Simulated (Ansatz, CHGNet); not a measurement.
## How well does each level of theory give the lattice parameter a of C11b WSi2?

Reference value: 3.214 Å (measured, temperature not stated, not corrected to a static lattice; as tabulated in Pavlosiuk et al. (2022), arXiv:2202.05362).

| level (code) | value (Å) |
|---|---|
| CHGNet 0.3.0 (CHGNet) | 3.210 |
| LDA (Ansatz) | 3.185 |
| PBE (Ansatz) | 3.229 |
| PBE-D4 (Ansatz) | ___ |
| r²SCAN (Ansatz) | 3.211 |
| r²SCAN-D4 (Ansatz) | ___ |
| HSE06 (Ansatz) | 3.205 |

Q: What belongs in the gaps?

A: 
- PBE-D4 (Ansatz, a program for electronic structure), value (Å): 3.197
- r²SCAN-D4 (Ansatz), value (Å): 3.202

Differences against the reference: CHGNet 0.3.0 -0.12 %, LDA -0.90 %, PBE +0.47 %, PBE-D4 -0.53 %, r²SCAN -0.09 %, r²SCAN-D4 -0.37 %, HSE06 -0.28 %.

The reference's temperature isn't stated, so close values are not ranked against it.

The measured value isn't corrected to a static lattice, so vibrations enter the comparison. A static lattice is as a rule a little smaller than the measured one.  Density-functional levels without +SOC have no spin–orbit coupling. HSE06: hybrids on metals are sensitive to the k mesh and can open a false gap. Cutoffs and k meshes differ between the levels. Ansatz's density-functional and Hartree–Fock values are scalar-relativistic unless marked +SOC, with PAW data made under PBE.

Machine-learned potentials (CHGNet 0.3.0) are trained on DFT data, which may include these solids.

Differences are worked out from the printed values.
